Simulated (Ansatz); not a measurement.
BP under load (space group F-43m), r2SCAN with spin-orbit coupling, rigid bands (Ansatz, a quantum-chemistry and plane-wave program). Condition of this run: hydrostatic pressure of 4 GPa (compression positive) (the target of the relaxation). Band gap 1.35 eV, N_c = 4.12e19 cm⁻³ and N_v = 2.39e19 cm⁻³ at 300 K, conductivity masses of 0.325 mₑ (electrons) and 0.401 mₑ (holes). Take k_BT = 0.02585 eV.

What thermal injection velocity √(2k_BT/πm) limits a ballistic channel?

9.44e6 cm/s for electrons and 8.50e6 cm/s for holes, a ratio of √(m_h/m_e) = 1.11, for dilute carriers.

What built-in voltage has an abrupt junction with N_A = 1e16 and N_D = 1e18 cm⁻³, all dopants ionised?

V_bi = E_g/e − (k_BT/e) ln(N_c N_v/(N_A N_D)) = 1.35 − 0.02585 × 11.50 = 1.05 V, for the computed gap.

Find the intrinsic carrier density and the intrinsic Fermi level.

n_i = √(N_c N_v) exp(−E_g/2k_BT) = 3.14e19 × exp(−26.11) = 1.4e8 cm⁻³. The level lies (k_BT/2) ln(N_v/N_c) = -7 meV from mid-gap (positive towards the conduction band). Each 0.1 eV added to the gap lowers n_i by a factor of 6.9.

Rigid bands with the computed gap; masses take one relaxation time for all states. Geometry: cell and atoms relaxed with PBEsol.
